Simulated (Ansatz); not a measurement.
Reference: GaAs (F-43m), PBE with spin-orbit coupling, rigid bands (plane waves, PAW; Ansatz, a quantum-chemistry and plane-wave program); geometry: cell and atoms relaxed with PBEsol.

```cif
data_As4Ga4
_chemical_formula_sum 'Ga4 As4'
_space_group_name_H-M_alt 'F-43m'
_space_group_IT_number 216
_space_group_name_Hall 'F -4 2 3'
_cell_length_a 5.65862
_cell_length_b 5.65862
_cell_length_c 5.65862
_cell_angle_alpha 90.000
_cell_angle_beta 90.000
_cell_angle_gamma 90.000
loop_
_atom_site_label
_atom_site_type_symbol
_atom_site_symmetry_multiplicity
_atom_site_Wyckoff_symbol
_atom_site_fract_x
_atom_site_fract_y
_atom_site_fract_z
_atom_site_occupancy
Ga1 Ga 4 a 0.00000 0.00000 0.00000 1
As1 As 4 d 0.75000 0.75000 0.75000 1
```
(The calculation used a cell of 2 atoms; values per cell refer to that cell.)

| Property | Result |
|---|---|
| band gap | 0.39 eV |
| electron conductivity mass | 0.035 mₑ |
| hole conductivity mass | 0.41 mₑ |
| Seebeck coefficient, n-type 1e19 cm⁻³ | -34 μV/K |

Replace Ga by B on the same sites and relax. What happens?

BAs (F-43m): volume per atom 22.6 to 13.5 Å³; band gap rises (0.39 eV to 1.12 eV); electron conductivity mass rises (0.035 mₑ to 0.31 mₑ); hole conductivity mass falls (0.41 mₑ to 0.35 mₑ); Seebeck coefficient, n-type 1e19 cm⁻³ rises in size (-34 μV/K to -324 μV/K).

Swap As for P, keeping the structure type. How do these values move?

GaP (F-43m): volume per atom 22.6 to 20.1 Å³; band gap rises (0.39 eV to 1.55 eV); electron conductivity mass rises (0.035 mₑ to 0.35 mₑ); hole conductivity mass rises (0.41 mₑ to 0.49 mₑ); Seebeck coefficient, n-type 1e19 cm⁻³ rises in size (-34 μV/K to -335 μV/K).

Moves up to 5 % count as about the same. Masses are for dilute carriers at 300 K, harmonic means over directions unless an axis is named. Seebeck coefficients are for the stated density at 300 K, with one relaxation time for all states and whether or not that doping can be reached.
